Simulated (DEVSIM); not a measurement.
System: illuminated Si n-on-p cell, one wavelength, at 300 K.

```tsv
layer (left to right)	material	thickness (μm)	Nd (cm⁻³)	Na (cm⁻³)	τn (s)	τp (s)	absorption coefficient (cm⁻¹)
1	Si	0.370	5.7e17	-	3.5e-8	9.4e-8	5700
2	Si	260	-	5.3e15	9.4e-7	9.4e-7	5700
```

Left contact: ohmic, minority hole recombination velocity 800 cm/s. Right contact: ohmic, minority electron recombination velocity 2e5 cm/s. Voltage is applied to the left contact. Recombination: SRH at mid-gap, radiative, Auger. Gap narrowing is on: ΔEg = 6.92 meV × (l + √(l² + 0.5)), l = ln(N/1.3e17 cm⁻³), shared equally by both band edges. Light enters at the left, 4.3e17 photons cm⁻² s⁻¹, one pass, no reflection. Mobility is μmin + (μ − μmin)/(1 + (N/Nref)^α).

Constants are typed, rounded textbook-type inputs, not results; the design itself was drawn at random and stands for no fabricated device. Values at 300 K.

| parameter | Si |
|---|---|
| gap (eV) | 1.124 |
| affinity (eV) | 4.05 |
| permittivity | 11.7 |
| Nc (cm⁻³) | 2.86e19 |
| Nv (cm⁻³) | 3.1e19 |
| μn (cm²/Vs) | 1417 |
| μp (cm²/Vs) | 470 |
| μn,min | 52 |
| μp,min | 45 |
| Nref,n | 9.7e16 |
| Nref,p | 2.2e17 |
| αn | 0.68 |
| αp | 0.72 |
| B (cm³/s) | 4.7e-15 |
| Cn (cm⁶/s) | 2.8e-31 |
| Cp (cm⁶/s) | 9.9e-32 |

DEVSIM, 1D drift-diffusion, Boltzmann statistics, complete ionisation; no tunnelling, impact ionisation, image-force lowering or self-heating.

The photon flux was swept, all else fixed.

```csv
photon flux (cm^-2 s^-1),largest power (mW/cm²),share of generated pairs collected at short circuit,open-circuit voltage (V),short-circuit current (mA/cm²)
1.3e16,0.765,0.979,0.474,2.04
4.3e16,2.73,0.979,0.506,6.75
1.3e17,8.81,0.979,0.534,20.4
4.3e17,30.9,0.980,0.565,67.5
1.3e18,97.6,0.980,0.594,204
4.3e18,326,0.982,0.623,677
1.3e19,892,0.987,0.647,2060
```

From the first row to the last the largest power goes from 0.765 to 892. From the first row to the last the share of generated pairs collected at short circuit goes from 0.979 to 0.987.
